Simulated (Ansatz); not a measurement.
Defect migration in beta Si3N4: interstitial K, charge state +1. Computed with PBE, PAW (plane waves to 420 eV; Ansatz, a quantum-chemistry and plane-wave program).

84-site cell at the relaxed PBE lattice, the Γ point alone, smearing 0.01 eV, spin-restricted, no finite-size correction. Static, classical nuclei. The charge state is imposed; whether it is stable for some Fermi level was not computed. Sites that were not tried may lie lower.

Barriers: single points on a 2×2×2 k-point mesh shifted by half a step along c at the bands' geometries.

The step: K moves alone to another site; the atom moves 1.46 Å along (0.00, 0.00, 0.50) of the unit cell; the moving atom starts with neighbours N at 2.50, N at 2.52, N at 2.53, 6 N at 2.79; 2 Si at 2.78, Si at 2.80, 2 Si at 3.10, 2 Si at 3.11, 2 Si at 3.13 Å and ends with N at 2.50, N at 2.52, N at 2.53, 6 N at 2.79; 2 Si at 2.78, Si at 2.80, 2 Si at 3.10, 2 Si at 3.11, 2 Si at 3.13 Å.

Task: Give the migration barrier of this step at the level PBE, PAW.

Result: 0.097 eV, the same both ways. At the saddle the moving atom has neighbours 4 N at 2.57, 2 N at 2.58, 3 N at 3.22, 3 N at 3.23; 4 Si at 2.87, 2 Si at 2.89 Å. The program found a first-order saddle point.
